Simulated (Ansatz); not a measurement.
Take InP in the zinc blende structure (space group F-43m, No. 216) as the base.

InP is modelled in the cubic space group F-43m (No. 216), the zinc blende structure, Pearson symbol cF8. Lattice parameters: a = b = c = 5.8269 Å, α = β = γ = 90.00°. In on 4a is surrounded by 4 P at 2.523 Å (tetrahedral). P on 4d is coordinated by 4 In at 2.523 Å (tetrahedral). (Neighbours: up to the widest gap in distance over summed covalent radii, below 1.35, at either atom; cation-cation and far metal-metal contacts left out.)
(The calculation used a cell of 2 atoms; values per cell refer to that cell.)

Level of theory: LDA (Ansatz, an electronic-structure program), no spin-orbit coupling.

Base values:

* **Electron mass**: 0.046 mₑ (at Γ)
* **Pressure**: 0.00 GPa

Perturbation: the cell is scaled by 0.9850 in all directions; the atoms relax in the strained cell.

Question: How does this affect the energy relative to the base, mean gap deformation potential ΔEg/Δln V, electron mass and pressure?

Answer: The energy rises by 12 meV/atom; the mean gap deformation potential ΔEg/Δln V is -5.4 eV; the electron mass becomes 0.063 mₑ (at Γ) (base: 0.046 mₑ (at Γ)); the pressure goes from zero to 3.58 GPa.

Effective masses come from finite differences of ±0.01 Å⁻¹. No phonon test of stability was made.
